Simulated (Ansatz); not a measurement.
Input:

```xyz
3
Lattice="1.5850 0.9151 6.1151 -1.5850 0.9151 6.1151 0.0000 -1.8302 6.1151" Properties=species:S:1:pos:R:3 pbc="T T T"
Mo     0.0000     0.0000     0.0002
S      0.0000     0.0000    13.7844
S      0.0000     0.0000    10.6751
```

No spin polarisation.

Calculations: r2SCAN+rVV10/PAW in Ansatz (an electronic-structure program), no SOC, earlier PAW set. Settings: 12×12×12 k-points, 0.05 eV Fermi–Dirac smearing.

Predict the band gap, smallest direct gap and gap character.


```json
{
  "band_gap": "0.96 eV",
  "smallest_direct_gap": "1.81 eV",
  "gap_character": "indirect, T → Γ–S₀ (56 % along)"
}
```

Load acts through the strain it causes; cell and atoms are relaxed under it. Stability against distortions was not tested. The cell was made from MoS₂ in the 3R-MoS2 type structure (space group R3m, No. 160; layered, stacked along the Cartesian z axis) by this change: pressure 0.7 GPa.
